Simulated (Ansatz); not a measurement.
Terminations of the (100) surface of rock-salt TaC, measured from the surface 'clean 1x1'. Atoms come from or go to: Cr: bcc Cr, antiferromagnetic, Mg: hcp Mg, Ni: fcc Ni, ferromagnetic, Pt: fcc Pt, Ru: hcp Ru, Sc: hcp Sc, Ta: bcc Ta, Ti: hcp Ti, W: bcc W, Zr: hcp Zr. ΔE is the energy of forming the row's surface from that one (negative: more stable at these reservoirs); the vacuum level's shift is aligned on the shared bottom. No zero-point or thermal terms. These are constructed structures in small cells; real faces may alloy, dewet or reconstruct in larger ones, and not all known structures of the face are among them. Slabs of about 14 Å with all that they carry, Fermi-Dirac smearing of 0.1 eV. Bottom of the slabs: a bare face, its two planes held. Relaxed from the named starts with such symmetry as they have, on meshes of like density; energies extrapolated to zero smearing; no spin-orbit coupling, no U. Spin-polarised runs, if any, are marked in brackets, and their order is one that fits the cell; the others ran without spin. A dash marks a value that is undefined for that row (no clear gap, or no work function of a gapped slab) or was not read reliably on its mesh.

Calculation: PBE (plane waves to 420 eV, PAW; Ansatz, an electronic-structure program).

```json
[
 {"surface": "Cr on all Ta sites of the second plane [spin, 2.2 μB a cell]", "atoms added per 1x1": "+1 Cr, -1 Ta", "ΔE per 1x1 (eV)": "1.36", "shift of the vacuum level (eV)": "0.14", "work function (eV)": "3.86"},
 {"surface": "Ti on all Ta sites of the second plane", "atoms added per 1x1": "-1 Ta, +1 Ti", "ΔE per 1x1 (eV)": "___", "shift of the vacuum level (eV)": "-0.05", "work function (eV)": "3.64"},
 {"surface": "a layer of Ta, one atom over each Ta", "atoms added per 1x1": "+1 Ta", "ΔE per 1x1 (eV)": "___", "shift of the vacuum level (eV)": "0.53", "work function (eV)": "4.26"},
 {"surface": "a layer of Ru, one atom over each C", "atoms added per 1x1": "+1 Ru", "ΔE per 1x1 (eV)": "1.13", "shift of the vacuum level (eV)": "0.05", "work function (eV)": "3.75"},
 {"surface": "W on all Ta sites of the top plane", "atoms added per 1x1": "-1 Ta, +1 W", "ΔE per 1x1 (eV)": "___", "shift of the vacuum level (eV)": "0.57", "work function (eV)": "4.27"},
 {"surface": "a layer of Pt, one atom over each C", "atoms added per 1x1": "+1 Pt", "ΔE per 1x1 (eV)": "0.42", "shift of the vacuum level (eV)": "1.14", "work function (eV)": "4.86"},
 {"surface": "Cr on half the Ta sites of the top plane, c(2x2) [spin, 1.8 μB a cell]", "atoms added per 1x1": "+0.5 Cr, -0.5 Ta", "ΔE per 1x1 (eV)": "___", "shift of the vacuum level (eV)": "0.42", "work function (eV)": "4.14"},
 {"surface": "a layer of Ni, one atom over each Ta [spin, 0.2 μB a cell]", "atoms added per 1x1": "+1 Ni", "ΔE per 1x1 (eV)": "2.16", "shift of the vacuum level (eV)": "0.51", "work function (eV)": "4.24"},
 {"surface": "Mg on half the Ta sites of the top plane, c(2x2)", "atoms added per 1x1": "+0.5 Mg, -0.5 Ta", "ΔE per 1x1 (eV)": "1.12", "shift of the vacuum level (eV)": "0.17", "work function (eV)": "3.88"},
 {"surface": "Zr on all Ta sites of the top plane", "atoms added per 1x1": "-1 Ta, +1 Zr", "ΔE per 1x1 (eV)": "___", "shift of the vacuum level (eV)": "-0.53", "work function (eV)": "3.17"},
 {"surface": "Sc on all Ta sites of the second plane", "atoms added per 1x1": "+1 Sc, -1 Ta", "ΔE per 1x1 (eV)": "-0.52", "shift of the vacuum level (eV)": "0.30", "work function (eV)": "3.97"},
 {"surface": "a layer of Ti, one atom over each C", "atoms added per 1x1": "+1 Ti", "ΔE per 1x1 (eV)": "0.16", "shift of the vacuum level (eV)": "-0.08", "work function (eV)": "3.61"}
]
```

Problem. Fill in the missing entries.

Solution. 
- Ti on all Ta sites of the second plane, ΔE per 1x1 (eV): -0.87
- a layer of Ta, one atom over each Ta, ΔE per 1x1 (eV): 3.67
- W on all Ta sites of the top plane, ΔE per 1x1 (eV): 1.68
- Cr on half the Ta sites of the top plane, c(2x2) [spin, 1.8 μB a cell], ΔE per 1x1 (eV): 1.15
- Zr on all Ta sites of the top plane, ΔE per 1x1 (eV): -0.41
